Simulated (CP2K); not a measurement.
CP2K is run on SnPt (P6_3/mmc, 4 atoms in the cell), and the run fails. The aim is a self-consistent single point with DFT LDA (Pade form), GPW, DZVP-MOLOPT-SR-GTH basis, GTH-PADE potentials (GTH_POTENTIALS).

Cell that was meant: a = 4.1080 Å, b = 4.1080 Å, c = 5.4500 Å, α = 90.00°, β = 90.00°, γ = 120.00°.

Part of the input:

```
    &SCF
      SCF_GUESS ATOMIC
      EPS_SCF 1E-6
      MAX_SCF 3
      ADDED_MOS 8
      &DIAGONALIZATION
        ALGORITHM STANDARD
```

Output, abridged:

```
 SCF WAVEFUNCTION OPTIMIZATION

  Step     Update method      Time    Convergence         Total energy    Change
     1 NoMix/Diag. 0.30E+00      -     0.63396037      -249.3706774799 -2.49E+02
     2 Broy./Diag. 0.30E+00      -     0.05524730      -250.8053304264 -1.43E+00
     3 Broy./Diag. 0.30E+00      -     0.03283670      -249.2794445028  1.53E+00
  Leaving inner SCF loop after reaching     3 steps.

  Overlap energy of the core charge distribution:               0.00000000761237
  Self energy of the core charge distribution:               -380.51556639806034
  Core Hamiltonian energy:                                     84.64131235460275
   [... lines left out ...]
  Fermi energy:                                                 0.34648007348592
  Total energy:                                              -249.27944450279824
   [... lines left out ...]
 * [ABORT]                                                                     *
 *  \___/     SCF run NOT converged. To continue the calculation regardless,   *
 *    |             please set the keyword IGNORE_CONVERGENCE_FAILURE.         *
 *  O/|                                                                        *
 * /| |                                                                        *
 * / \                                                            qs_scf.F:702 *
 *******************************************************************************

 ===== Routine Calling Stack =====

            4 scf_env_do_scf
            3 qs_energies
            2 qs_forces
            1 CP2K
Abort(1) on node 0 (rank 0 in comm 0): application called MPI_Abort(MPI_COMM_WORLD, 1) - process 0
```

Task: Find the mistake and give the fix.

Result: The fault is an iteration limit that is too low. The loop is cut before its threshold is met, so whatever is printed at the end is not self-consistent. To fix it, raise the limit, or leave it to the default. The run ended unconverged after 3 iterations.

An input that runs soundly differs in these lines (not the only fix; some lines may just follow from the change or write a value another way):
```diff
-      MAX_SCF 3
+      MAX_SCF 100
```

With that input, the run converged in 11 iterations: free energy E − TS -6767.3374 eV; Fermi level (on the code's own zero) 9.43 eV; pressure -9.40 GPa (DFT LDA (Pade form), GPW, DZVP-MOLOPT-SR-GTH basis, GTH-PADE potentials (GTH_POTENTIALS)).

On the sound input: the starting cell comes from a database of published, mostly measured structures (it also holds non-ambient and calculated ones), without a prior relaxation at this level. Spin polarisation is off. Values carry the incompleteness of an atom-centred basis. With a pressure of about -9 GPa the cell is away from its equilibrium volume at this level. Without a gap this mesh is coarse (it stands for a supercell whose shortest vector is 16 Å).
